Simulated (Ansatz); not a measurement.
Rock-salt LaS, treated with PBE0 in Ansatz (PAW).

Settings: plane-wave cutoff 460 eV, 8×8×8 k mesh, Fermi–Dirac smearing 0.05 eV, scalar-relativistic PAW data made under PBE.

Computed points:

| V (Å³/atom) | E − E_lowest (meV/atom) | P (GPa) |
|---|---|---|
| 23.867 | 19.18 | 5.08 |
| 24.594 | 3.31 | 2.00 |
| 25.124 | 0.00 | 0.04 |
| 25.752 | 3.93 | -2.00 |
| 26.380 | 15.37 | -3.79 |

What bulk modulus B0 and pressure derivative B′ does a third-order Birch–Murnaghan fit give?

V0 = 25.136 Å³/atom, B0 = 87.4 GPa, B′ = 4.4 (fit to the energies at full precision).

Note: the relaxation could not lower the start's symmetry, so the cell can be a saddle point above a distorted one.

Spin–orbit coupling is not included; it can open a gap where bands touch, and shift volumes and moduli.

The computed numbers hold no vibrational or temperature effects.

Ansatz is an electronic-structure program.
